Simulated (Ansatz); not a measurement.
Candidates (primitive cells; geometry: cell and atoms relaxed with PBEsol):
A. BAs (F-43m), a = b = c = 3.3714 Å, α = β = γ = 60.00°
B. GaN (P6_3mc), a = b = 3.183 Å, c = 5.185 Å, α = β = 90.00°, γ = 120.00°
C. TlI (Pm-3m), a = 4.137 Å, b = 4.137 Å, c = 4.137 Å, α = 90.00°, β = 90.00°, γ = 90.00°
D. GaAs (F-43m), a = 4.0013 Å, b = 4.0013 Å, c = 4.0013 Å, α = 60.00°, β = 60.00°, γ = 60.00°
E. RbBr (Fm-3m), a = 4.839 Å, b = 4.839 Å, c = 4.839 Å, α = 60.00°, β = 60.00°, γ = 60.00°

Question: Order them by band gap (highest first) at the level Ansatz (a first-principles code) with PBEsol with spin-orbit coupling, rigid bands.

Answer: E (4.06 eV), B (1.88 eV), A (1.01 eV), C (0.48 eV), D (0.32 eV)

Formula and space group known from diffraction (Crystallography Open Database), not checked to be the room-temperature form: RbBr (Fm-3m), TlI (Pm-3m).
